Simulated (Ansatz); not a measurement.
## ZnSe: element substitutions

Base system: ZnSe in the zinc blende structure (space group F-43m, No. 216; a = 5.634 Å).

Each row replaces one element on all its sites; cell and atoms are relaxed.

Calculations: plane-wave PAW DFT at the PBEsol level (Ansatz, an electronic-structure program, 420 eV), without spin-orbit coupling.

| variant | band gap | shortest interatomic distance |
|---|---|---|
| base | 1.24 eV | 243.9 pm |
| Se → Ge | zero | 243.6 pm |
| Se → W | zero | 238.3 pm |
| Zn → Cd | … | … |

Q: Complete the table.

A: 
- Zn → Cd, band gap: 0.48 eV
- Zn → Cd, shortest interatomic distance: 263.4 pm

Stability against distortions was not tested. As relaxed here, ZnGe and ZnW are hypothetical phases, not in the database extracts checked. The final runs are not spin-polarised.
